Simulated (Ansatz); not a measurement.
Structures of equal composition on the (111) surface of fcc Rh: a pseudomorphic layer of Ir in the host's stacking; a pseudomorphic layer of Ir in the other hollow. The slabs share one bottom face, and each structure is named by its start. These are constructed structures in small cells; real faces may alloy, dewet or reconstruct in larger ones, and not all known structures of the face are among them. Slabs of about 11 Å, Fermi-Dirac smearing of 0.1 eV. Bottom of the slabs: a bare face, its two planes held. Relaxed from the named starts with such symmetry as they have, on meshes of like density; energies extrapolated to zero smearing; spin only where a row says so; no spin-orbit coupling, no U. Brackets mark spin-polarised runs, whose order is one that fits the cell.

All values below come from PBE (plane waves to 420 eV, PAW; Ansatz, a first-principles code).

Question: Rank these by energy per 1x1 cell (lowest first), as PBE gives it.

Answer: a pseudomorphic layer of Ir in the host's stacking (0.000 eV), a pseudomorphic layer of Ir in the other hollow (0.063 eV)
